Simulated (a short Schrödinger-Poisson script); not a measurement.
## Gated In0.52Al0.48As/In0.53Ga0.47As δ-doped gas in a quantum well

System: gated In0.52Al0.48As/In0.53Ga0.47As δ-doped gas in a quantum well, at 150 K.

```tsv
layer	material	thickness (nm)	Na (cm⁻³)
1	In0.52Al0.48As	30	-
2	In0.52Al0.48As	10	-
3	In0.53Ga0.47As	6	-
4	In0.52Al0.48As	4000	3e15
```

Constants are typed, rounded textbook-type inputs, not results; the design itself was drawn at random and stands for no fabricated device. In0.52Al0.48As: permittivity 12.5, conduction-band edge (eV) 0.52, gap (eV) 1.45, electron mass (mₑ) 0.075, Nv at 300 K (cm⁻³) 1.1e19. In0.53Ga0.47As: permittivity 13.9, conduction-band edge (eV) 0, gap (eV) 0.74, Nv at 300 K (cm⁻³) 7.7e18.

Channel valleys (confinement mass, in-plane density-of-states mass, number): Γ 0.041, 0.041, 1. At the gate the conduction-band edge of layer 1 lies 0.65 eV − eVg above the Fermi level of the channel; the field vanishes at the back. Sheet of ionised δ-doping: +1.5e12 e/cm² at 30 nm from the gate. The barrier under the gate holds no holes. Gaps are held at their typed values at every temperature. Mesh 0.08 nm at interfaces.

From a short Schrödinger-Poisson script (our own, NumPy): 1D Poisson equation in equilibrium, electrons quantum, Hartree plus LDA exchange-correlation (BenDaniel-Duke, 40 states a valley, the channel's in-plane mass for all, wave functions free to enter the barrier), parabolic valleys, classical holes, full ionisation, no traps, pinning or gate leakage.

```tsv
Vg (V)	electrons (cm⁻²)	in the channel layer	C (μF/cm²)	Γ E0 (meV)	Γ E1 (meV)
0.4	1.08e12	1.00e12	0.244	-62.8	179.5
0.35	1.00e12	9.32e11	0.244	-58.3	200.2
0.3	9.25e11	8.62e11	0.244	-53.8	220.0
0.25	8.49e11	7.92e11	0.244	-49.3	238.3
0.2	7.73e11	7.21e11	0.244	-44.8	248.4
0.15	6.98e11	6.51e11	0.243	-40.2	253.9
0.1	6.22e11	5.80e11	0.243	-35.5	259.2
0.05	5.47e11	5.10e11	0.243	-30.8	264.4
0	4.71e11	4.40e11	0.242	-25.9	269.8
-0.05	3.96e11	3.70e11	0.241	-20.8	275.3
-0.1	3.22e11	3.01e11	0.239	-15.4	281.1
-0.15	2.48e11	2.32e11	0.236	-9.4	287.3
-0.2	1.76e11	1.64e11	0.230	-2.5	294.5
-0.25	1.06e11	9.95e10	0.218	6.2	303.4
-0.3	4.42e10	4.13e10	0.182	19.5	316.8
-0.35	5.77e9	5.39e9	0.0699	47.0	344.0
-0.4	1.74e8	1.63e8	0.0187	92.4	389.1
-0.45	4.49e6	4.20e6	0.0172	139.7	436.2
```

Subbands count from the Fermi level.
